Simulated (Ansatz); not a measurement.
Take MgO in the rock salt structure (space group Fm-3m, No. 225; a = 4.2044 Å) as the base.

Method: r2SCAN (Ansatz, a program for electronic structure; PAW; 500 eV plane waves; scalar-relativistic without spin-orbit coupling).

Base values:

```
Property                          Value
-------------  ------------------------
Hole mass      0.42, 2.1, 2.1 mₑ (at Γ)
Electron mass            0.36 mₑ (at Γ)
```

Perturbation: an isotropic linear strain of +1.50 %, atoms relaxed at fixed cell.

### Question
Predict the new hole mass, mean gap deformation potential ΔEg/Δln V and electron mass.

### Answer
The hole mass (degenerate bands, along [100]) changes from 0.42, 2.1, 2.1 mₑ (at Γ) to 0.41, 2.1, 2.1 mₑ (at Γ); the mean gap deformation potential ΔEg/Δln V is -9.9 eV; the electron mass becomes 0.35 mₑ (at Γ) (base: 0.36 mₑ (at Γ)).

Effective masses come from finite differences of ±0.01 Å⁻¹. Stability against distortions was not tested.
